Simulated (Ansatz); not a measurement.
The reference is GaN in the wurtzite structure (space group P6_3mc, No. 186).

```yaml
crystal:
  lattice:
    - [3.18312, 0.00000, 0.00000]
    - [-1.59156, 2.75667, 0.00000]
    - [0.00000, 0.00000, 5.18363]
  atoms:
    - { symbol: Ga, position: [0.66667, 0.33333, 0.00099] }
    - { symbol: Ga, position: [0.33333, 0.66667, 0.50099] }
    - { symbol: N, position: [0.66667, 0.33333, 0.62421] }
    - { symbol: N, position: [0.33333, 0.66667, 0.12421] }
```

Cartesian axes are those of the cell as printed.

All numbers come from Kohn–Sham DFT with the r2SCAN functional, run in Ansatz (a program for electronic structure) with PAW and 500 eV plane waves, without spin-orbit coupling.

Modification: an isotropic linear strain of −1.95 %, atoms relaxed at fixed cell.

Question: Predict the stress tensor and what it implies for the stiffness.

Answer: Stress of the strained cell less that of the base (GPa, compression positive):
```
  13.19    0.00    0.00
   0.00   13.19    0.00
   0.00    0.00   13.23
```

Then B = −ΔP/(ΔV/V₀) with ΔV/V₀ = -0.0574 gives secant stiffness values (nonlinear terms included at this strain): B (at held cell shape, above the free-shape value) ≈ 230 GPa.

As a check, the harmonic strain energy −½ V₀ Δσ:ε is 27 meV/atom; the computed energy rise is 26 meV/atom.

Whether these cells are dynamically stable was not tested.
